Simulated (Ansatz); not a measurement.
**La2O3 (space group P-3m1, No. 164)**

```xyz
5
Lattice="3.9404 0.0000 0.0000 -1.9702 3.4125 0.0000 0.0000 0.0000 6.1883" Properties=species:S:1:pos:R:3 pbc="T T T"
La     0.0000     2.2750     1.5309
La     1.9702     1.1375     4.6574
O      0.0000     0.0000     0.0000
O      0.0000     2.2750     3.9933
O      1.9702     1.1375     2.1950
```

All numbers come from PBE (Ansatz, a first-principles code), no spin-orbit coupling, earlier PAW set. Settings: 10×10×6 k-points, 0.05 eV Fermi–Dirac smearing.

```json
{
  "volume_per_atom": "16.64 Å³",
  "density": "6.50 g/cm³",
  "band_gap": "3.83 eV, indirect, L → M",
  "total_energy": "-2842.499 eV/atom (σ→0; compares only within this code and set-up)"
}
```

No phonon test of stability was made.
